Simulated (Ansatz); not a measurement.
**Habitual settings against a tight run: Ti4WC5 (R-3m, 10 atoms in the cell)**

Self-consistent single point.

```yaml
crystal:
  lattice:
    - [1.54844, 0.89399, 12.70823]
    - [-1.54844, 0.89399, 12.70823]
    - [0.00000, -1.78799, 12.70823]
  atoms:
    - { symbol: Ti, position: [0.90067, 0.90067, 0.90067] }
    - { symbol: Ti, position: [0.09933, 0.09933, 0.09933] }
    - { symbol: Ti, position: [0.30026, 0.30026, 0.30026] }
    - { symbol: Ti, position: [0.69974, 0.69974, 0.69974] }
    - { symbol: W, position: [0.50000, 0.50000, 0.50000] }
    - { symbol: C, position: [0.40003, 0.40003, 0.40003] }
    - { symbol: C, position: [0.59997, 0.59997, 0.59997] }
    - { symbol: C, position: [0.00000, 0.00000, 0.00000] }
    - { symbol: C, position: [0.79986, 0.79986, 0.79986] }
    - { symbol: C, position: [0.20014, 0.20014, 0.20014] }
```

Method of the run: PBEsol, PAW files made with PBE (plane waves; Ansatz, a first-principles code).

Base settings: basis.ecutwfc = 420 eV; kpoints.mp_grid.grid = 8 8 8; hamiltonian.xc = pbesol; hamiltonian.pseudopotentials = {kind: paw} (the program's default PAW files); scf.occupations.method = cold; scf.occupations.width = 0.2 eV.

Tight run (finer mesh or higher cutoff; not a proven limit): basis.ecutwfc: 420 eV → 590 eV; kpoints.mp_grid.grid: 8 8 8 → 11 11 11; scf.convergence.dr2_threshold: default (1e-07 eV) → 1e-09 eV. It gave Fermi level (on the code's own zero) 15.59 eV; pressure -15.53 GPa; largest force (vector length) 0.234 eV/Å.

Quick runs, as changes from the base:
- A: the base itself
- B: basis.ecutwfc: 420 eV → 250 eV; kpoints.mp_grid.grid: 8 8 8 → 3 3 3; hamiltonian.xc: pbesol → lda [LDA (PW92)]
- C: basis.ecutwfc: 420 eV → 250 eV; kpoints.mp_grid.grid: 8 8 8 → 1 1 1; kpoints.mp_grid.shift: default → 0.5 0.5 0.5
- D: basis.ecutwfc: 420 eV → 295 eV; kpoints.mp_grid.grid: 8 8 8 → 4 4 4; scf.occupations.method: cold → methfessel_paxton; scf.occupations.width: 0.2 eV → 0.5 eV
- E: basis.ecutwfc: 420 eV → 335 eV; kpoints.mp_grid.grid: 8 8 8 → 2 2 2
- F: kpoints.mp_grid.grid: 8 8 8 → 4 4 4; scf.convergence.dr2_threshold: default (1e-07 eV) → 0.0001 eV

Energies are extrapolated to zero smearing width, which holds to low order in the width alone.

Dashes: energy of B, another energy zero.

† marks runs with another functional, U, potentials or spin treatment: their distance from the tight run is not a convergence error alone.

The count of work is k-points × plane waves × bands × iterations; it is no time. 

Pressures in the table are Ansatz's without its Pulay estimate, at a fixed set of plane waves; the tight run's value above holds the estimate.

The starting cell comes from a database of computed structures (which also holds hypothetical and non-ambient phases and stackings), without a prior relaxation at this level. Its lattice was rescaled by a random factor within 2.5 % of one. Spin polarisation is off. In the base run, with a pressure of about -16 GPa the cell is away from its equilibrium volume at this level.

```tsv
run	energy less tight (meV/atom)	pressure less tight (GPa)	largest miss in a force vector (eV/Å)	count of work / tight
A	-0.8	-0.20	0.061	0.23
B†	–	-47.92	0.490	0.0086
C	2753.6	-25.88	1.195	0.0021
D	99.5	-8.98	0.675	0.027
E	342.8	3.21	0.314	0.0093
F	13.8	-0.01	0.704	0.038
```

Among the runs at the tight run's level, the energy misses run from 0.8 to 2753.6 meV/atom.

Keys are those of Ansatz 0.2.
